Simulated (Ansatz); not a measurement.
For ZrB2 (model structure, started from the MoSi2 type, I4/mmm, No. 139, 3 atoms in the cell), PBE-D3(BJ) (Ansatz, a first-principles code, plane waves, PAW) gives:

| Property | Value |
|---|---|
| lattice parameter a | 3.427 Å |
| c axis length | 6.267 Å |

Task: What does r²SCAN+rVV10 (plane waves, PAW; Ansatz) give for the same quantities?

Result: 
- lattice constant a: 3.475 Å (goes up by 1.4 %)
- lattice parameter c: 6.300 Å (increases by 0.5 %)

Changes are worked out from the printed values.

Unless a cell is named, each level is at its own relaxed cell (PBE-D3(BJ) 12.27, r²SCAN+rVV10 12.68 Å³/atom).

Ansatz's density-functional and Hartree–Fock values are scalar-relativistic unless marked +SOC, with PAW data made under PBE.

A model structure was made by putting elements into a prototype or built by hand; it is no filed structure, need not be a known phase, and can be a saddle point held by its symmetry.
